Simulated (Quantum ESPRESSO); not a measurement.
Quantum ESPRESSO run on W2N3 (P6_3/mmc, 10 atoms in the cell): self-consistent single point.

Computed with PBEsol, GBRV 1.5 ultrasoft (PBESOL) pseudopotentials (plane waves; Quantum ESPRESSO 7.5).

```
W2N3
1.0
    2.91940     0.00000     0.00000
   -1.45970     2.52827     0.00000
    0.00000     0.00000    15.83540
W N
4 6
Direct
  0.66667   0.33333   0.15716
  0.33333   0.66667   0.84284
  0.33333   0.66667   0.65716
  0.66667   0.33333   0.34284
  0.66667   0.33333   0.91352
  0.33333   0.66667   0.08648
  0.33333   0.66667   0.41352
  0.66667   0.33333   0.58648
  0.66667   0.33333   0.75000
  0.33333   0.66667   0.25000
```

Reference input (self-consistent single point, DFT, PBEsol, plane waves, GBRV 1.5 ultrasoft (PBESOL) pseudopotentials): ecutwfc = 40 Ry; ecutrho = 320 Ry; occupations = smearing; smearing = mp; degauss = 0.0073499 Ry; potentials = {W: w_pbesol_v1.2.uspp.F.UPF, N: n_pbesol_v1.2.uspp.F.UPF}; K_POINTS = automatic 7 7 2 0 0 0; conv_thr = 1e-10 Ry. This run's input differs from it in these lines:

```diff
@@ -15,4 +15,4 @@
   occupations = 'smearing'
-  smearing = 'mp'
-  degauss = 0.0073499
+  smearing = 'fd'
+  degauss = 0.02205
 /
```

The program printed (abridged):

```
     Self-consistent Calculation

     iteration #  1     ecut=    40.00 Ry     beta= 0.70

     negative rho (up, down):  2.490E-01 0.000E+00

     total energy              =    -754.47677759 Ry
     estimated scf accuracy    <       3.91642016 Ry

     iteration #  2     ecut=    40.00 Ry     beta= 0.70

     negative rho (up, down):  2.561E-01 0.000E+00

     total energy              =    -749.71055490 Ry
     estimated scf accuracy    <      62.78398740 Ry

     iteration #  3     ecut=    40.00 Ry     beta= 0.70

     negative rho (up, down):  2.580E-01 0.000E+00

     total energy              =    -756.35987796 Ry
     estimated scf accuracy    <       4.64400937 Ry

   [... 10 blocks of this kind left out ...]

     iteration # 14     ecut=    40.00 Ry     beta= 0.70

     negative rho (up, down):  2.583E-01 0.000E+00

     total energy              =    -756.91871479 Ry
     estimated scf accuracy    <          7.0E-10 Ry

     iteration # 15     ecut=    40.00 Ry     beta= 0.70

     negative rho (up, down):  2.583E-01 0.000E+00
     End of self-consistent calculation

     the Fermi energy is    14.7748 ev

!    total energy              =    -756.91871479 Ry
     estimated scf accuracy    <          1.8E-11 Ry
     smearing contrib. (-TS)   =      -0.07987970 Ry
     internal energy E=F+TS    =    -756.83883510 Ry

     convergence has been achieved in  15 iterations

     negative rho (up, down):  2.583E-01 0.000E+00

     Forces acting on atoms (cartesian axes, Ry/au):

     atom    1 type  1   force =    -0.00000000    0.00000000    0.00036602
     atom    2 type  1   force =     0.00000000   -0.00000000   -0.00036602
     atom    3 type  1   force =     0.00000000   -0.00000000    0.00036602
     atom    4 type  1   force =     0.00000000    0.00000000   -0.00036602
     atom    5 type  2   force =     0.00000000    0.00000000   -0.02079849
   [... lines left out ...]
     Total force =     0.041603     Total SCF correction =     0.000008
   [... lines left out ...]

     negative rho (up, down):  2.583E-01 0.000E+00
          total   stress  (Ry/bohr**3)                   (kbar)     P=     -103.62
  -0.00073531  -0.00000000   0.00000000         -108.17       -0.00        0.00
  -0.00000000  -0.00073531   0.00000000           -0.00     -108.17        0.00
   0.00000000   0.00000000  -0.00064255            0.00        0.00      -94.52

   JOB DONE.
```

The run converged in 15 iterations. Against the reference run the free energy falls by 56.0 meV/atom, the pressure goes from -10.99 to -10.36 GPa and the largest force goes from 0.561 to 0.535 eV/Å.

The starting cell comes from a database of computed structures (which also holds hypothetical and non-ambient phases and stackings), without a prior relaxation at this level. Spin polarisation is off. With a pressure of about -10 GPa the cell is away from its equilibrium volume at this level.

Cost on one core of a shared machine: roughly 3 min.
